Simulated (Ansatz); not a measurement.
An Ansatz (a program for electronic structure) input (PBEsol, PAW, 420 eV (Ansatz; no SOC)):

Ansatz 0.2 input:
```yaml
crystal:
  lattice:
    - [0, 3.2518435186, 3.2518435186]
    - [3.2518435186, 0, 3.2518435186]
    - [3.2518435186, 3.2518435186, 0]
  atoms:
    - { symbol: Mg, position: [0, 0, 0] }
    - { symbol: Te, position: [0.25, 0.25, 0.25] }
basis: { ecutwfc: 420, ecutrho_ratio: 4, xc_grid: 2, fft_grid_basis: typed }
kpoints: { mp_grid: { grid: [9, 9, 9] } }
hamiltonian:
  xc: pbesol
  dispersion: none
  pseudopotentials: { kind: paw }
scf: { occupations: { method: fermi_dirac, width: 0.05 }, convergence: { dr2_threshold: 0.0000000002 } }
relax: { f_tol: 0.005, max_steps: 50 }
output: { forces: true, stress: true }
checkpoint: { write: state.ck, write_every: 1000 }
```

**Question.** Which symmetry and how many k-points will the program report, and about how many plane waves at Γ?

**Answer.** Space group F-43m (ITA 216) with 24 operations, k-points 35 of 729, and 1363 plane waves at Γ.

**Question.** And the final pressure?

**Answer.** -1.02 GPa (compression positive).

The cells carry an imposed strain or load. Stability against distortions was not tested. The cell was made from MgTe in the zinc blende structure (space group F-43m, No. 216) by this change: isotropic strain +1.00 %.
